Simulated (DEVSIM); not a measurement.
Structure: CdTe n-i-p diode, at 300 K.

```csv
layer (left to right),material,thickness (μm),Nd (cm⁻³),Na (cm⁻³),τn (s),τp (s)
1,CdTe,1.70,1.2e17,-,4.2e-8,4.2e-8
2,CdTe,34.0,-,2.5e13,4.2e-8,4.2e-8
3,CdTe,0.300,-,1.5e18,4.2e-8,4.2e-8
```

Left contact: ohmic. Right contact: ohmic. Voltage is applied to the left contact. Recombination: SRH at mid-gap. Mobility is μmin + (μ − μmin)/(1 + (N/Nref)^α).

Constants are typed, rounded textbook-type inputs, not results; the design itself was drawn at random and stands for no fabricated device. Values at 300 K.

| parameter | CdTe |
|---|---|
| gap (eV) | 1.5 |
| affinity (eV) | 4.28 |
| permittivity | 10.2 |
| Nc (cm⁻³) | 8e17 |
| Nv (cm⁻³) | 1.8e19 |
| μn (cm²/Vs) | 1000 |
| μp (cm²/Vs) | 80 |
| μn,min | 100 |
| μp,min | 10 |
| Nref,n | 1e17 |
| Nref,p | 1e17 |
| αn | 0.6 |
| αp | 0.6 |

Model (solved in DEVSIM): 1D drift-diffusion, Boltzmann statistics, complete ionisation; no tunnelling, impact ionisation, image-force lowering or self-heating.

Problem. Tabulate band edges, carrier densities and field at zero bias.

Solution. Energies count from the Fermi level of the right contact; mesh points crowd at the junctions.

```
x (μm)   Ec (eV)  Ev (eV)  n (cm⁻³)  p (cm⁻³)  field (V/cm)
-------  -------  -------  --------  --------  ------------
0.000      0.049   -1.451    1.2e17     < 1e2           ≈ 0
0.04739    0.049   -1.451    1.2e17     < 1e2           ≈ 0
0.1774     0.049   -1.451    1.2e17     < 1e2           ≈ 0
0.5649     0.049   -1.451    1.2e17     < 1e2           ≈ 0
1.400      0.049   -1.451    1.2e17     < 1e2           ≈ 0
1.609      0.049   -1.451    1.2e17     < 1e2           ≈ 0
1.685      0.057   -1.443    8.9e16     < 1e2          6800
1.737      0.123   -1.377    6.9e15     < 1e2          8500
1.861      0.187   -1.313    5.8e14     < 1e2          3700
2.208      0.291   -1.209    1.0e13     < 1e2          2700
3.277      0.556   -0.944     3.6e8      2500          2200
8.342      1.136   -0.364     < 1e2    1.4e13           190
21.26      1.151   -0.349     < 1e2    2.5e13           ≈ 0
30.71      1.151   -0.349     < 1e2    2.5e13           ≈ 0
34.57      1.168   -0.332     < 1e2    4.7e13           240
35.32      1.209   -0.291     < 1e2    2.3e14          1200
35.59      1.267   -0.233     < 1e2    2.2e15          4400
35.68      1.339   -0.161     < 1e2    3.5e16         18000
35.73      1.436   -0.064     < 1e2    1.5e18            11
35.81      1.436   -0.064     < 1e2    1.5e18           ≈ 0
35.94      1.436   -0.064     < 1e2    1.5e18           ≈ 0
36.00      1.436   -0.064     < 1e2    1.5e18           ≈ 0
```
